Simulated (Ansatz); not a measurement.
**Fermi-surface data of ScPd3 (Pm-3m)**

Given:

```xyz
4
Lattice="3.9420 0.0000 0.0000 0.0000 3.9420 0.0000 0.0000 0.0000 3.9420" Properties=species:S:1:pos:R:3 pbc="T T T"
Sc     0.0000     0.0000     0.0000
Pd     1.9710     1.9710     0.0000
Pd     0.0000     1.9710     1.9710
Pd     1.9710     0.0000     1.9710
```

These are PBEsol, rigid bands (plane waves, PAW, scalar-relativistic; Ansatz, a quantum-chemistry and plane-wave program) values and carry that method's errors. How the cell was made: cell and atoms relaxed with PBEsol.

- density of states at the Fermi level: 2.71 states/(eV·cell), both spins
- bare Sommerfeld coefficient: 1.60 mJ/(mol of atoms·K²)
- Drude plasma energy: 4.8 eV
- root-mean-square Fermi velocity: 4.5e5 m/s
- resistivity times τ: 21 ×10⁻²² Ω·m·s

A metal at this level (no band gap); rigid bands, thermally averaged at 300 K, both spins. Spin-orbit coupling is left out. τ is one relaxation time for all states.

Formula and space group known from diffraction (Crystallography Open Database), not checked to be the room-temperature form: ScPd3 (Pm-3m).
